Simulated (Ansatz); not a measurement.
Worked example: relaxation of cell and atoms of BaP2Os2 (I4/mmm, 5 atoms in the cell) in Ansatz (a quantum-chemistry and plane-wave program).

Computed with PBEsol, PAW files made with PBE (plane waves; Ansatz).

```yaml
crystal:
  lattice:
    - [-2.02953, 2.02953, 6.16354]
    - [2.02953, -2.02953, 6.16354]
    - [2.02953, 2.02953, -6.16354]
  atoms:
    - { symbol: Ba, position: [0.00000, 0.00000, 0.00000] }
    - { symbol: P, position: [0.65708, 0.65708, 0.00000] }
    - { symbol: P, position: [0.34292, 0.34292, 0.00000] }
    - { symbol: Os, position: [0.25000, 0.75000, 0.50000] }
    - { symbol: Os, position: [0.75000, 0.25000, 0.50000] }
```

Reference input (self-consistent single point, DFT, PBEsol, plane waves, PAW files made with PBE): kpoints.mp_grid.grid = 7 7 7; hamiltonian.xc = pbesol; hamiltonian.pseudopotentials = {kind: paw} (the program's default PAW files); scf.occupations.method = fermi_dirac; scf.occupations.width = 0.0037 Ry. This run's input differs from it in these lines:

```diff
@@ -19,2 +19,4 @@
   occupations: { method: fermi_dirac, width: 0.0037 Ry }
+relax:
+  cell: {}
 output:
```

Log, with long lists cut:

```
   [... SCF lines of the steps left out ...]
relax step   1: F+E_penalty+E_count = -29851.01845170 eV  Δ(F+E_penalty+E_count) = +0.000e0 eV  max|allowed force component| = 1.702e-1 eV/Å  Δτ_max = 0.0000 Å  P = -2.950 GPa  Ω = 101.550 Å³  (9 SCF iters, dr2 threshold 1.00e-7 eV, accepted)
relax step   2: F+E_penalty+E_count = -29851.04755155 eV  Δ(F+E_penalty+E_count) = -2.910e-2 eV  max|allowed force component| = 1.934e-1 eV/Å  Δτ_max = 0.0761 Å  P = +2.079 GPa  Ω = 95.457 Å³  energy of the carried Pulay correction = +1.835e-3 eV  [...]
   [... lines left out ...]
relax step   5: F+E_penalty+E_count = -29851.06649258 eV  Δ(F+E_penalty+E_count) = -1.315e-4 eV  max|allowed force component| = 1.009e-4 eV/Å  Δτ_max = 0.0010 Å  P = +0.008 GPa  Ω = 97.535 Å³  energy of the carried Pulay correction = +1.197e-3 eV  [...]
relax step   6: F+E_penalty+E_count = -29851.06540906 eV  Δ(F+E_penalty+E_count) = +1.084e-3 eV  max|allowed force component| = 2.459e-4 eV/Å  Δτ_max = 0.0000 Å  P = +0.006 GPa  Ω = 97.535 Å³  stress off target by 1.19e-2 GPa  SCF on the basis [...]
basis re-selected at this cell: Δ(F+E_penalty+E_count) = +1.084e-3 eV, ΔP = -0.002 GPa vs the last step
the relaxation is at rest under the 16 symmetry operations that the run kept from its start: a minimum is not shown …
Stability not checked: this state was not tested for a lower state beside it, because too few of the mixer's solves of this state at the end of the SCF gave a …
Free energy (F): -29851.065409 eV
Internal energy: -29851.052020 eV  (E = F + TS)
   [... lines left out ...]
Fermi energy:    14.389110 eV
  cell:  # Å, volume = 97.5353 Å³
   [... lines left out ...]
    - { symbol: P, position: [0.6534744685695767, 0.6534744685695767, -4.490555486346292e-35] }
    - { symbol: P, position: [0.34652553143042314, 0.34652553143042314, -1.8099032806795714e-35] }
    - { symbol: Os, position: [0.24999999999999994, 0.7500000000000001, 0.5000000000000001] }
    - { symbol: Os, position: [0.7500000000000001, 0.24999999999999994, 0.5000000000000001] }
```

The run converged.  The full log also holds: “iter 4 did not close the SCF: its close was put off for the readings that it lacked (scf_convergence_deferred on its scf_iter line)”. The full log also holds: “iter 5 did not close the SCF: its close was put off for the readings that it lacked (scf_convergence_deferred on its scf_iter line)”.

Summary of the result:
* **Free energy E − TS (on the zero of these files)**: -29851.0654 eV
* **Fermi level (on the code's own zero)**: 14.39 eV
* **Pressure**: 0.01 GPa
* **Final cell**: a = 6.635 Å, b = 6.635 Å, c = 6.635 Å, α = 144.59°, β = 144.59°, γ = 50.95°
* **Final volume per atom**: 19.51 Å³
* **Relaxation steps**: 6

The starting cell comes from a database of computed structures (which also holds hypothetical and non-ambient phases and stackings), without a prior relaxation at this level. Spin polarisation is off. The relaxation keeps the symmetry of its start, so its end need not be a minimum. Ansatz's pressure includes its estimate of the finite-basis (Pulay) stress.

Keys are those of Ansatz 0.2.
